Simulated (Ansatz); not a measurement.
Consider HfO$_{2}$ (space group P4_2/nmc, No. 137).

```
HfO2
1.0
    3.60482     0.00000     0.00000
    0.00000     3.60482     0.00000
    0.00000     0.00000     5.26502
Hf O
2 4
Direct
  0.00000   0.00000   0.00000
  0.50000   0.50000   0.50000
  0.00000   0.50000   0.19324
  0.00000   0.50000   0.69324
  0.50000   0.00000   0.30676
  0.50000   0.00000   0.80676
```

Cartesian axes are those of the cell as printed.

Calculations: PBE (Ansatz, a program for electronic structure), without spin-orbit coupling, earlier PAW set.

Base values:

| Property | Value |
|---|---|
| Band gap | 4.67 eV |
| Shortest interatomic distance | 2.070 Å |
| Gap character | indirect, Z → Γ |

Modification: uniaxial stress, 8 GPa tension along z, with the cell and atoms free to relax against it.

Problem. Predict the new band gap.

Solution. The band gap goes up by 0.07 eV to 4.74 eV.

Problem. What does the calculation give for the secant Young's modulus along z after the change?

Solution. The secant Young's modulus along z amounts to 200 GPa.

Problem. What happens to the shortest interatomic distance?

Solution. The shortest interatomic distance decreases by 0.015 Å (2.070 Å → 2.055 Å).

Problem. Estimate the effect on the gap character.

Solution. The gap character remains indirect, Z → Γ.

With Hf present, leaving out spin-orbit coupling can change the band edges. Load acts through the strain it causes; cell and atoms are relaxed under it. Beyond what the load breaks, stability against distortions was not tested. This is not the structure that HfO2 has at room temperature and ambient pressure.
